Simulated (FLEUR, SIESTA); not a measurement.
A SIESTA input for a self-consistent single point of GaAs (F-43m, 2 atoms in the cell) (DFT, LDA PW92, numerical atomic orbitals DZP, PseudoDojo LDA standard norm-conserving potentials (rewritten from UPF to PSML)):

```
# files in the folder: Ga.psml As.psml (PseudoDojo LDA standard)
SystemName  GaAs
SystemLabel siesta

NumberOfAtoms                2
NumberOfSpecies              2
%block ChemicalSpeciesLabel
  1 31 Ga
  2 33 As
%endblock ChemicalSpeciesLabel
LatticeConstant              1.0 Ang
%block LatticeVectors
     0.000000000    2.825000000    2.825000000
     2.825000000    0.000000000    2.825000000
     2.825000000    2.825000000    0.000000000
%endblock LatticeVectors
AtomicCoordinatesFormat      Ang
%block AtomicCoordinatesAndAtomicSpecies
     0.000000000    0.000000000    0.000000000  1
     1.412500000    1.412500000    1.412500000  2
%endblock AtomicCoordinatesAndAtomicSpecies

XC.functional                LDA
XC.authors                   PW92
PAO.BasisSize                DZP
PAO.EnergyShift              0.01 Ry
MeshCutoff                   300 Ry
%block kgrid.MonkhorstPack
    8   0   0  0.0
    0   8   0  0.0
    0   0   8  0.0
%endblock kgrid.MonkhorstPack
OccupationFunction           FD
ElectronicTemperature        116.05 K

MaxSCFIterations             150
SCF.Mixer.Method             Pulay
SCF.Mixer.Weight             0.1
SCF.Mixer.History            6
SCF.DM.Tolerance             1.0E-05
Diag.ParallelOverK           true
WriteForces                  true
```

Task: Write the same calculation as an input for FLEUR.

Result: This is the input that was run; spellings and numerical settings could be chosen otherwise.

Input of the input generator:

```
GaAs crystal
&input film=f /
-0.0000000000 0.7071067812 0.7071067812
0.7071067812 -0.0000000000 0.7071067812
0.7071067812 0.7071067812 -0.0000000000
7.5497455888
1.0 1.0 1.0

2
31 0.0000000000 0.0000000000 0.0000000000
33 0.2500000000 0.2500000000 0.2500000000

&comp jspins=1 /
&exco xctyp='pz' /
&kpt div1=8 div2=8 div3=8 gamma=t /
&end /
```

```xml
<?xml version="1.0" encoding="UTF-8" standalone="no"?>
<fleurInput fleurInputVersion="0.39">
   <comment>
      GaAs crystal                                                                                        
   </comment>
   <calculationSetup>
      <cutoffs Kmax="3.8" Gmax="13.3" GmaxXC="13.3" numbands="0"/>
      <scfLoop itmax="60" minDistance="0.00001" maxIterBroyd="25" imix="Anderson" alpha="0.05" precondParam="0.0" spinf="2.0"/>
      <coreElectrons ctail="T" frcor="F" kcrel="0" coretail_lmax="0"/>
      <xcFunctional name="pz" relativisticCorrections="F"/>
      <magnetism jspins="1"/>
      <soc l_soc="F" theta="0.0" phi="0.0" spav="F"/>
      <expertModes spex="0" secvar="F"/>
      <geometryOptimization l_f="T" forcealpha="1.0" forcemix="BFGS" epsdisp="0.00001" epsforce="0.00001"/>
      <ldaU l_linMix="F" mixParam="0.05" spinf="1.0"/>
   </calculationSetup>
   <cell>
      <bzIntegration valenceElectrons="28.0" mode="hist" fermiSmearingEnergy="0.00036749">
         <kPointListSelection listName="default-1"/>
         <!-- k-points included here -->
         <xi:include xmlns:xi="http://www.w3.org/2001/XInclude" href="kpts.xml"> </xi:include>
      </bzIntegration>
      <!-- symmetry operations included here -->
      <xi:include xmlns:xi="http://www.w3.org/2001/XInclude" href="sym.xml"> </xi:include>
      <bulkLattice scale="1.0">
         <bravaisMatrix>
            <row-1>    0.0000000000000000     5.3384763021752670     5.3384763021752670</row-1>
            <row-2>    5.3384763021752670     0.0000000000000000     5.3384763021752670</row-2>
            <row-3>    5.3384763021752670     5.3384763021752670     0.0000000000000000</row-3>
         </bravaisMatrix>
      </bulkLattice>
   </cell>
   <atomSpecies>
      <species name="Gallium (Ga)" element="Ga" atomicNumber="31">
         <mtSphere radius="2.11" gridPoints="745" logIncrement="0.017"/>
         <atomicCutoffs lmax="8" lnonsphr="6"/>
         <electronConfig flipSpins="F">
            <coreConfig>(1s1/2) (2s1/2) (2p1/2) (2p3/2) (3s1/2) (3p1/2) (3p3/2)</coreConfig>
            <valenceConfig>(4s1/2) (3d3/2) (3d5/2) (4p1/2) (4p3/2)</valenceConfig>
            <stateOccupation state="(4p1/2)" spinUp="0.1666666666667" spinDown="0.1666666666667"/>
            <stateOccupation state="(4p3/2)" spinUp="0.3333333333333" spinDown="0.3333333333333"/>
         </electronConfig>
         <energyParameters s="4" p="4" d="3" f="4"/>
         <lo type="HELO" l="2" n="4" eDeriv="0"/>
      </species>
      <species name="Arsenic (As)" element="As" atomicNumber="33">
         <mtSphere radius="2.11" gridPoints="745" logIncrement="0.017"/>
         <atomicCutoffs lmax="8" lnonsphr="6"/>
         <electronConfig flipSpins="F">
            <coreConfig>(1s1/2) (2s1/2) (2p1/2) (2p3/2) (3s1/2) (3p1/2) (3p3/2)</coreConfig>
            <valenceConfig>(4s1/2) (3d3/2) (3d5/2) (4p1/2) (4p3/2)</valenceConfig>
            <stateOccupation state="(4p1/2)" spinUp="0.5" spinDown="0.5"/>
            <stateOccupation state="(4p3/2)" spinUp="1.0" spinDown="1.0"/>
         </electronConfig>
         <energyParameters s="4" p="4" d="3" f="4"/>
         <lo type="HELO" l="2" n="4" eDeriv="0"/>
      </species>
   </atomSpecies>
   <atomGroups>
      <atomGroup species="Gallium (Ga)">
         <relPos label="                   1">.0000000000 .0000000000 .0000000000</relPos>
         <force calculate="T" relaxXYZ="TTT"/>
      </atomGroup>
      <atomGroup species="Arsenic (As)">
         <relPos label="                   2">1.000/4.000 1.000/4.000 1.000/4.000</relPos>
         <force calculate="T" relaxXYZ="TTT"/>
      </atomGroup>
   </atomGroups>
   <output dos="F" band="F" slice="F">
      <checks vchk="F" cdinf="F"/>
      <bandDOS minEnergy="-.5*Htr" maxEnergy="0.5*Htr" sigma="0.015" storeEVData="T"/>
      <vacuumDOS vacdos="F" integ="F" star="F" nstars="0" locx1="0.0" locy1="0.0" locx2="0.0" locy2="0.0" nstm="0" tworkf="0.0"/>
      <unfoldingBand unfoldBand="F" supercellX="1" supercellY="1" supercellZ="1"/>
      <plotting iplot="0" polar="F">
         <plot TwoD="T" vec1="  1.0  0.0  0.0" vec2="  0.0  1.0  0.0" vec3="  0.0  0.0  1.0" zero="  0.0  0.0  0.0" file="plot"/>
      </plotting>
      <chargeDensitySlicing numkpt="0" minEigenval="0.0" maxEigenval="0.0" nnne="0" pallst="F"/>
      <specialOutput eonly="F"/>
      <magneticCircularDichroism mcd="F" energyLo="-10.0" energyUp="0.0"/>
   </output>
  <!-- We include the file relax.xml here to enable relaxations (see documentation) -->
  <xi:include xmlns:xi="http://www.w3.org/2001/XInclude" href="relax.xml"> <xi:fallback/> </xi:include>
</fleurInput>
```

Basis settings and potentials, where a program has them, do not carry over. This input uses DFT, LDA (Perdew-Zunger), all-electron FLAPW (FLEUR), scalar-relativistic valence. LDA parametrisations can differ slightly between programs. Both were run: gap on the mesh 0.418 eV in SIESTA and 0.290 in FLEUR.

On FLEUR: the starting cell has typed, rounded lattice constants, without a prior relaxation at this level. Values depend on the basis (sphere radii, cutoffs, local orbitals), which need not be converged.

On SIESTA: the starting cell has typed, rounded lattice constants, without a prior relaxation at this level. Values carry the incompleteness of an atom-centred basis.
